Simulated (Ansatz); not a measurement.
Ansatz (a first-principles code) run on CaPbF6 (Fm-3m, 8 atoms in the cell): dielectric-response calculation.

Level of theory: LDA (PW92), default PAW files made with PBE (plane waves; Ansatz).

```xyz
8
Lattice="0.0000 4.3299 4.3299 4.3299 0.0000 4.3299 4.3299 4.3299 0.0000" Properties=species:S:1:pos:R:3 pbc="T T T"
Ca     4.3299     4.3299     4.3299
Pb     0.0000     0.0000     0.0000
F      4.3299     4.3299     6.5825
F      4.3299     4.3299     2.0773
F      6.5825     4.3299     4.3299
F      2.0773     4.3299     4.3299
F      4.3299     6.5825     4.3299
F      4.3299     2.0773     4.3299
```

Reference input (self-consistent single point, DFT, LDA (PW92), plane waves, default PAW files made with PBE): basis.ecutwfc = 30.9 Ry; kpoints.mp_grid.grid = 5 5 5; hamiltonian.xc = lda; hamiltonian.pseudopotentials = {kind: paw} (the program's default PAW files); scf.occupations.method = fermi_dirac; scf.occupations.width = 0.0007 Ry. This run's input differs from it in these lines:

Ansatz 0.2 input:
```diff
@@ -17,3 +17,3 @@
 kpoints:
-  mp_grid: { grid: [5, 5, 5] }
+  mp_grid: { grid: [4, 4, 4] }
 hamiltonian:
@@ -22,7 +22,4 @@
 scf:
-  occupations: { method: fermi_dirac, width: 0.0007 Ry }
-output:
-  forces: true
-  eigenvalues: true
-  stress: true
+  occupations: { method: fixed }
+dielectric: {}
```

The program printed (abridged):

```
SCF iter   1: F=—  HF=-18141.878178 eV  |F-HF|=—  |Δ(HF+E_count)|=         —  Δρ=1.54e-2  dr2=2.79e-1  ethr=1.77e-3  ⟨swp⟩=5.8  Hψ=2174  notcnv=0  defer=68
all-band conjugate gradients solve this SCF's bands
preconditioner: auto → Resta (q_TF=auto, 2.348 Å⁻¹)
SCF iter   2: F=—  HF=-18141.802963 eV  |F-HF|=—  |Δ(HF+E_count)|=   7.52e-2  Δρ=4.67e-3  dr2=1.23e-2  ethr=4.23e-4  ⟨swp⟩=2.2  Hψ=916  notcnv=0  defer=76
   [... lines left out ...]
SCF iter   6: F=—  HF=-18141.798591 eV  |F-HF|=—  |Δ(HF+E_count)|=   1.11e-4  Δρ=6.33e-6  dr2=1.12e-7  ethr=2.01e-9  ⟨swp⟩=2.0  Hψ=738  notcnv=0  defer=60
SCF iter   7: F=—  HF=-18141.798591 eV  |F-HF|=—  |Δ(HF+E_count)|=   3.69e-7  Δρ=1.67e-6  dr2=9.50e-9  ethr=1.69e-10  ⟨swp⟩=2.0  Hψ=737  notcnv=0  defer=59
SCF iter   8: F=—  HF=-18141.798591 eV  |F-HF|=—  |Δ(HF+E_count)|=   3.24e-8  Δρ=5.25e-7  dr2=5.72e-10  ethr=1.44e-11  ⟨swp⟩=2.0  Hψ=871  notcnv=0  defer=59
SCF iter   9: F=-18141.798591 eV  HF=-18141.798591 eV  |F-HF|=3.64e-12  |Δ(HF+E_count)|=   1.28e-9  Δρ=9.16e-8  dr2=1.24e-11  ethr=1.00e-12  ⟨swp⟩=12.8  Hψ=2723  notcnv=0
SCF 1 converged in 9 iterations: F = -18141.798591 eV  dr2 = 1.24e-11
DFPT response loops at Γ: preconditioner auto → none (the input reference at scf.mixing.eps_inf says where Resta's filter doesn't serve); β = 0.50 …
Free energy (F): -18141.798591 eV
Internal energy: -18141.798591 eV  (E = F + TS)
E sigma→0 (E₀):  -18141.798591 eV
Fermi energy:    -1.738291 eV
--- Dielectric response (ions clamped): 1 representative field direction + reference, on 13 of 64 k-points (Σ response iterations 9) ---
  k mesh reduced under 8 symmetry operations, with k and −k counted as one. Each operation leaves every solved perturbation unchanged …
  ε∞ (high-frequency dielectric tensor):
        2.094293     0.000000    -0.000000
   [... lines left out ...]
         0.00000   -1.92863    0.00000
         0.00000    0.00000   -0.60583
    site 7:
        -0.60583    0.00000    0.00000
        -0.00000   -1.92863    0.00000
         0.00000   -0.00000   -0.60583
  Z* charge neutrality: 5.006e-6 e pre-enforcement
  k-mesh period / interband length: 24.5 Å / 1.09 Å = 22.56 at k = (0.0000, 0.0000, 0.0000), direct gap 3.522 eV — 14 or more, which is no proof of convergence
```

The run converged in 9 iterations. 

Summary of the result:
- Free energy E − TS (on the zero of these files): -18141.7986 eV
- Top of the valence band (on the code's own zero): -1.74 eV
- Gap on the k-point mesh: 3.52 eV
- ε∞ at this k-point mesh, which may be far from converged in small-gap cells (xx, yy, zz): 2.09, 2.09, 2.09
- Born charges at this mesh (mean of the diagonal, e): Ca 2.74, Pb 3.54, F -1.05, F -1.05, F -1.05, F -1.05, F -1.05, F -1.05

The starting cell comes from a database of computed structures (which also holds hypothetical and non-ambient phases and stackings), without a prior relaxation at this level. Its lattice was rescaled by up to half a per cent. Spin-orbit coupling is off.

Cost on one core of a shared machine: roughly 40 s.
